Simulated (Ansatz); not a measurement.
Start from NaCl in the rock salt structure (space group Fm-3m, No. 225; a = 5.696 Å).

Method: PBE (Ansatz, a quantum-chemistry and plane-wave program, PAW, scalar-relativistic without spin-orbit coupling).

Base values:

The pressure is 0.00 GPa and the width of the top valence band is 0.71 eV.

One thing is altered: an isotropic linear strain of +1.00 %; the atoms relax in the strained cell.

Task: How does this affect the mean gap deformation potential ΔEg/Δln V, energy relative to the base, pressure and width of the top valence band?

Result: The mean gap deformation potential ΔEg/Δln V amounts to -3.6 eV; the energy rises by 1.5 meV/atom; the pressure goes from zero to -0.66 GPa; the width of the top valence band decreases by 0.036 eV, from 0.71 eV to 0.68 eV.

Whether these cells are dynamically stable was not tested.
